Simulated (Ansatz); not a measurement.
Take HfO2 (space group P2_1/c, No. 14; a = 5.0965 Å, b = 5.1776 Å, c = 5.2717 Å, α = γ = 90.00°, β = 99.62°) as the base.

Now apply this change: a hydrostatic pressure of 30 GPa.

Level of theory: Kohn–Sham DFT with the PBEsol functional, run in Ansatz (a quantum-chemistry and plane-wave program) with PAW and 420 eV plane waves, no SOC, earlier PAW set.

Base, band edges from the VBM (valence, conduction): Γ 0.00, 4.44; Y₂ -0.10, 3.97; C₂ -0.63, 4.70; Z -0.45, 4.96; E -0.73, 4.52; A -0.48, 4.32; B -0.49, 4.69; D -0.63, 4.89 eV.

Q: Give the band edges at the high-symmetry points of the new zone, measured from its valence-band maximum.

A: 
| point | valence edge (eV) | conduction edge (eV) |
|---|---|---|
| Γ | -0.21 | 4.57 |
| Z | -0.20 | 4.91 |
| D | -1.53 | 5.58 |
| B | -1.13 | 5.16 |
| A | -1.18 | 4.23 |
| E | -1.35 | 5.18 |
| C₂ | -0.11 | 4.43 |
| Y₂ | 0.00 | 3.60 |

The gap is 3.60 eV, direct at Y₂.

With Hf present, leaving out spin-orbit coupling can change the band edges. Load acts through the strain it causes; cell and atoms are relaxed under it. Stability against distortions was not tested. No other phases were tried under pressure. Along this pressure series the structure jumps between pressure 22.5 GPa and pressure 30 GPa; cells beyond that are another form of it.
